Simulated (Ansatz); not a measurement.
Base system: AlN in the wurtzite structure (space group P6_3mc, No. 186; a = 3.114 Å, c = 4.984 Å).

Levels (all Ansatz, a first-principles code, PAW): PBEsol (420 eV, scalar-relativistic without spin-orbit coupling); HSE06 (420 eV, no spin-orbit coupling).

Its gap is 4.09 eV with PBEsol and 5.54 eV with HSE06.

It is then changed as follows: cell and atoms relaxed at a pressure of 4.5 GPa.

With PBEsol the gap becomes 4.27 eV.

**Question.** If the HSE06 correction stayed the same, what would the HSE06 gap be, and what does the HSE06 run give?

**Answer.** A rigid correction of +1.45 eV gives 5.72 eV. The HSE06 run gives 5.73 eV, so the two effects roughly add.

Single points use the geometry relaxed with PBEsol. Load acts through the strain it causes; cell and atoms are relaxed under it. Whether these cells are dynamically stable was not tested. Tetrahedral semiconductors of this kind turn to denser phases somewhere between about 1 and 50 GPa; those were not computed, so compressed cells here can lie past the real transition.
